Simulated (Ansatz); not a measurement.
The starting structures come from a database of crystals and need not be the phases stable at ambient conditions.

Inside the gap of an insulator the Bloch states are evanescent, with a wavenumber k + iκ along the transport direction.

Given:

```
CELL_PARAMETERS angstrom
      4.49371     0.00000     0.00000
     -2.24685     3.89166     0.00000
      2.24685     1.29722     3.66910
ATOMIC_POSITIONS crystal
  Mg 0.50000 0.75000 0.75000
  Mg 0.50000 0.25000 0.25000
  Fe 0.00000 0.00000 0.00000
  H  0.00000 0.75703 0.75703
  H  0.00000 0.24297 0.24297
  H  0.00000 0.75703 0.24297
  H  0.00000 0.24297 0.75703
  H  0.48594 0.24297 0.75703
  H  0.51406 0.75703 0.24297
```

Space group of this cell: Fm-3m. The cell is taken as given.

Transport runs along the normal of the first two printed cell vectors, the (111) plane of the conventional cell.

No gap correction and no spin-orbit coupling; mid-gap values are interpolated between computed energies.

Q: Give the band gap and the smallest decay constant κ at mid-gap that r2SCAN run with Ansatz (a quantum-chemistry and plane-wave program) yields.

A: Gap 2.48 eV on a 10×10×10 mesh; κ = 0.436 1/Å, at the zone centre.
